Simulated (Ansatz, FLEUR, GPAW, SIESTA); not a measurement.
# GaNi (P1, 2 atoms in the cell) computed with different codes at matched settings

Self-consistent single point, at a second geometry (atoms moved at random). First geometry:

```xyz
2
Lattice="2.8830 0.0000 0.0000 0.0000 2.8830 0.0000 0.0000 0.0000 2.8830" Properties=species:S:1:pos:R:3 pbc="T T T"
Ga     0.0000     0.0000     0.0000
Ni     1.4415     1.4415     1.4415
```

Second geometry:
```
CELL_PARAMETERS angstrom
      2.88305     0.00000     0.00000
      0.00000     2.88305     0.00000
      0.00000     0.00000     2.88305
ATOMIC_POSITIONS crystal
  Ga 0.99895 0.98205 0.02039
  Ni 0.50105 0.51795 0.47961
```

Shared settings, as Ansatz (a quantum-chemistry and plane-wave program) writes them: kpoints.mp_grid.grid = 9 9 9; scf.occupations.method = gaussian; scf.occupations.width = 0.136 eV. Potentials and cutoffs stand in the table.

| code | model | ΔF from the first geometry (meV/atom) | pressure (GPa) | largest force (eV/Å) | cutoff |
|---|---|---|---|---|---|
| GPAW | PBEsol, GPAW PAW datasets PBEsol (made by gpaw-setup) | 34.4 | 2.66 | 0.903 | 850 eV |
| SIESTA | GGA PBEsol, numerical atomic orbitals DZP, PseudoDojo PBEsol standard norm-conserving potentials (rewritten from UPF to PSML) | 37.8 | -1.05 | 0.989 | grid 400 Ry |
| Ansatz | PBEsol, PAW files made with PBE | 32.1 | 0.11 | 0.844 | default |
| FLEUR | PBEsol, all-electron FLAPW (FLEUR), scalar-relativistic valence | – | – | 0.847 | Kmax 3.6 1/bohr |

A dash marks a value that a program does not give, or that is left out as unsure.

On Ansatz's run: spin polarisation is off.

The spread over the programs that give each value: ΔF from the first geometry within 5.7 meV/atom; pressure within 3.71 GPa; largest force within 0.145 eV/Å.

SIESTA uses small atom-centred bases, whose incompleteness enters pressures, forces and empty levels differently from a plane-wave cutoff. FLEUR treats all electrons, but the usual bases taken here (sphere radii, linearisation, local orbitals, empty states) were not tested for convergence, so the values are no reference for the others. Ansatz's pressure is given at a fixed set of plane waves, as the other plane-wave codes print theirs; with its correction for the finite basis it is 0.18 GPa. In the force vectors, SIESTA (by 0.116) lies more than 0.08 eV/Å from the median of the plane-wave programs.

The starting cell comes from a database of computed structures (which also holds hypothetical and non-ambient phases and stackings), without a prior relaxation at this level. Its lattice was rescaled by a random factor within 2.5 % of one. For this run, on top of that: atoms moved at random.

Left out of this page: CP2K (unsound by tests on forces, stress, charge or solver warnings); Elk (not drawn, or without a comparable value).

Keys are those of Ansatz 0.2.
